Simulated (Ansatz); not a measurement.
## Fermi-surface data of TiAl3 (Pm-3m)

Here is the system:

```xyz
4
Lattice="3.9489 0.0000 0.0000 0.0000 3.9489 0.0000 0.0000 0.0000 3.9489" Properties=species:S:1:pos:R:3 pbc="T T T"
Ti     0.0000     0.0000     0.0000
Al     1.9744     1.9744     0.0000
Al     0.0000     1.9744     1.9744
Al     1.9744     0.0000     1.9744
```

The numbers are results of PBEsol, rigid bands (plane waves, PAW, scalar-relativistic; Ansatz, an electronic-structure program), not measurements. Geometry: cell and atoms relaxed with PBEsol.

| Property | Value |
|---|---|
| density of states at the Fermi level | 2.24 states/(eV·cell), both spins |
| bare Sommerfeld coefficient | 1.32 mJ/(mol of atoms·K²) |
| Drude plasma energy | 6.0 eV |
| root-mean-square Fermi velocity | 6.1e5 m/s |
| resistivity times τ | 13.8 ×10⁻²² Ω·m·s |

A metal at this level (no band gap); rigid bands, thermally averaged at 300 K, both spins. Spin-orbit coupling is left out. τ is one relaxation time for all states.

Computed structure with no diffraction record at hand here (it may be known, metastable or hypothetical): TiAl3 (Pm-3m).
